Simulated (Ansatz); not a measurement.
HfN, response to strain

Start from HfN in the rock salt structure (space group Fm-3m, No. 225; a = 4.468 Å; relaxed with 0.1 eV smearing).

Strains are applied to the cell and any free atomic positions relax.

Computed with plane-wave PAW DFT at the LDA level (Ansatz, a program for electronic structure, 420 eV), without spin-orbit coupling.

Notes on the quantities. energy relative to the base: free energy F.

```csv
variant,energy relative to the base,pressure,shortest interatomic distance
base,0 meV/atom,0.0 GPa,2.234 Å
isotropic strain −3.00 %,+94 meV/atom,33.4 GPa,2.167 Å
isotropic strain −2.50 %,+64 meV/atom,26.9 GPa,2.178 Å
isotropic strain −2.00 %,+40 meV/atom,20.8 GPa,2.189 Å
isotropic strain −1.50 %,+22 meV/atom,15.0 GPa,2.201 Å
isotropic strain −0.50 %,+2.4 meV/atom,4.7 GPa,2.223 Å
isotropic strain +0.50 %,+2.3 meV/atom,-4.4 GPa,2.245 Å
isotropic strain +1.00 %,+9.1 meV/atom,-8.4 GPa,2.256 Å
isotropic strain +2.00 %,?,?,2.279 Å
isotropic strain +2.50 %,+54 meV/atom,-19.1 GPa,2.290 Å
```

Q: What belongs in the blanks?

A: 
- isotropic strain +2.00 %, energy relative to the base: +35 meV/atom
- isotropic strain +2.00 %, pressure: -15.8 GPa

Whether these cells are dynamically stable was not tested. The final runs are not spin-polarised. An odd electron count without spin: HfN.
